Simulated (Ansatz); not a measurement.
Data:

```
CELL_PARAMETERS angstrom
      0.00000     2.71923     2.71923
      2.71923     0.00000     2.71923
      2.71923     2.71923     0.00000
ATOMIC_POSITIONS crystal
  Ga 0.00000 0.00000 0.00000
  P  0.25000 0.25000 0.25000
```

The numbers are results of HSE06, rigid bands (plane waves, PAW, scalar-relativistic; Ansatz, a quantum-chemistry and plane-wave program), not measurements. Geometry: cell and atoms relaxed with PBEsol.

Predict the hole conductivity mass (n e² τ/σ) at 300 K, by direction if it differs.

0.41 mₑ.

What conductivity effective mass do dilute electrons have at 300 K?

0.34 mₑ.

And the band gap?

2.25 eV at this level.

Rigid bands, one relaxation time for all states, no polarons. Spin-orbit coupling is left out; where it splits the top of the valence band it changes the hole mass and lowers the gap by about a third of the splitting. Geometry: cell and atoms relaxed with PBEsol.
